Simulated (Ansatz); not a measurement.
The starting structures come from a database of crystals and need not be the phases stable at ambient conditions.

The decay constant κ of evanescent states in the gap governs leakage through a thin film.

Given:

```yaml
crystal:
  lattice:
    - [6.86990, 0.00000, 0.00000]
    - [3.43495, 8.17444, 0.00000]
    - [3.43495, 0.00000, 3.43495]
  atoms:
    - { symbol: Sr, position: [0.67331, 0.65338, 0.00000] }
    - { symbol: Sr, position: [0.32669, 0.34662, 0.00000] }
    - { symbol: Sr, position: [0.50000, 0.00000, 0.50000] }
    - { symbol: Sr, position: [0.00000, 0.00000, 0.50000] }
    - { symbol: As, position: [0.86417, 0.27166, 0.00000] }
    - { symbol: As, position: [0.13583, 0.72834, 0.00000] }
    - { symbol: O, position: [0.50000, 0.00000, 0.00000] }
```

Space group of this cell: I4/mmm. The cell is taken as given.

Transport runs along the normal of the first two printed cell vectors, the (110) plane of the conventional cell.

No gap correction and no spin-orbit coupling; mid-gap values are interpolated between computed energies.

Task: Compute, with Ansatz (a first-principles code) with r2SCAN, the band gap and the smallest decay constant κ at mid-gap.

Result: Gap 1.56 eV on a 10×10×10 mesh; κ = 0.147 1/Å, at the zone centre.
